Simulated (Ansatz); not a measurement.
SiC under load (space group F-43m), Ansatz (a quantum-chemistry and plane-wave program) with PBE with spin-orbit coupling, rigid bands. Condition of this run: hydrostatic pressure of -15 GPa (compression positive) (the target of the relaxation). Band gap 1.42 eV, N_c = 1.58e19 cm⁻³ and N_v = 1.21e20 cm⁻³ at 300 K, conductivity masses of 0.310 mₑ (electrons) and 0.694 mₑ (holes). Take k_BT = 0.02585 eV.

What thermal injection velocity √(2k_BT/πm) limits a ballistic channel?

9.66e6 cm/s for electrons and 6.46e6 cm/s for holes, a ratio of √(m_h/m_e) = 1.50, for dilute carriers.

Find the intrinsic carrier density and the intrinsic Fermi level.

n_i = √(N_c N_v) exp(−E_g/2k_BT) = 4.37e19 × exp(−27.46) = 5.2e7 cm⁻³. The level lies (k_BT/2) ln(N_v/N_c) = 26 meV from mid-gap (positive towards the conduction band). Each 0.1 eV added to the gap lowers n_i by a factor of 6.9.

What built-in voltage has an abrupt junction with N_A = 1e17 and N_D = 1e18 cm⁻³, all dopants ionised?

V_bi = E_g/e − (k_BT/e) ln(N_c N_v/(N_A N_D)) = 1.42 − 0.02585 × 9.86 = 1.17 V, for the computed gap.

Rigid bands with the computed gap; masses take one relaxation time for all states. Geometry: cell and atoms relaxed with PBEsol.
